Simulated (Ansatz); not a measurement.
Consider Ti in the hcp (Mg type) structure (space group P6_3/mmc, No. 194; relaxed with 0.1 eV smearing).

```xyz
2
Lattice="2.8644 0.0000 0.0000 -1.4322 2.4806 0.0000 0.0000 0.0000 4.5373" Properties=species:S:1:pos:R:3 pbc="T T T"
Ti     1.4322     0.8269     3.4030
Ti     0.0000     1.6538     1.1343
```

Cartesian axes are those of the cell as printed.

Method: DFT with LDA, PAW potentials and a 420 eV plane-wave cutoff in Ansatz (a first-principles code), scalar-relativistic without spin-orbit coupling.

One thing is altered: every lattice vector is stretched by 1.50 %; the atoms relax in the strained cell.

Question: Predict the stress tensor and what it implies for the stiffness.

Answer: Stress of the strained cell less that of the base (GPa, compression positive):
```
   -5.1     0.0     0.0
    0.0    -5.1     0.0
    0.0     0.0    -5.3
```

Then B = −ΔP/(ΔV/V₀) with ΔV/V₀ = 0.0457 gives secant stiffness values (nonlinear terms included at this strain): B (at held cell shape, above the free-shape value) ≈ 114 GPa.

As a check, the harmonic strain energy −½ V₀ Δσ:ε is 12 meV/atom; the computed energy rise is 12 meV/atom.

Whether these cells are dynamically stable was not tested. All final runs are without spin polarisation.
